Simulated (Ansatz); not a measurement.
We consider CoC (model structure, Fm-3m, No. 225, 2 atoms in the cell), described by r²SCAN (PAW; Ansatz, a program for electronic structure).

Numerical settings: plane-wave cutoff 560 eV, 24×24×24 k mesh, Fermi–Dirac smearing 0.05 eV, spin-polarised with parallel moments, scalar-relativistic PAW data made under PBE.

Cell (relaxed at this level):

```xyz
2
Lattice="0.0000 1.9921 1.9921 1.9921 0.0000 1.9921 1.9921 1.9921 0.0000" Properties=species:S:1:pos:R:3 pbc="T T T"
Co     0.0000     0.0000     0.0000
C      1.9921     1.9921     1.9921
```
Starting moments (μB, in the order of the record's atoms Co C): 1.7 0.0.

Problem. What does this level give for the bulk modulus?

Solution. 
- bulk modulus: 322 GPa

The run finds no gap.

Note: the magnetic order was assumed, not searched for or taken from measurement; the bulk modulus is −V dP/dV from two relaxed cells at ±2 % in volume; the moments ended far under their starting size, a low-moment state that need not be the lowest; the relaxation could raise the start's symmetry but not lower it, so the cell can be a saddle point.

Static lattice: no zero-point or thermal effects.

The result took around 6 core-minutes (rough).

A model structure was made by putting elements into a prototype or built by hand; it is no filed structure, need not be a known phase, and can be a saddle point held by its symmetry.
